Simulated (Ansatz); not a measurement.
Start from CdSe in the zinc blende structure (space group F-43m, No. 216).

```yaml
crystal:
  lattice:
    - [0.00000, 3.06658, 3.06658]
    - [3.06658, 0.00000, 3.06658]
    - [3.06658, 3.06658, 0.00000]
  atoms:
    - { symbol: Cd, position: [0.00000, 0.00000, 0.00000] }
    - { symbol: Se, position: [0.25000, 0.25000, 0.25000] }
```

Cartesian axes are those of the cell as printed.

All numbers come from r2SCAN/PAW in Ansatz (a first-principles code), no spin-orbit coupling.

Modification: uniaxial strain ε_zz = −3.00 %, all other strain components held at zero; the atoms relax in the strained cell.

Predict the stress tensor and what it implies for the stiffness.

Stress of the strained cell less that of the base (GPa, compression positive):
```
   1.52    0.00    0.00
   0.00    1.52    0.00
   0.00    0.00    1.95
```

Then −Δσ_ii/ε with ε = -0.0300 gives secant stiffness values (nonlinear terms included at this strain): C33 ≈ 65 GPa, C13 ≈ 51 GPa and C23 ≈ 51 GPa.

As a check, the harmonic strain energy −½ V₀ Δσ:ε is 5.3 meV/atom; the computed energy rise is 5.2 meV/atom.

Whether these cells are dynamically stable was not tested.
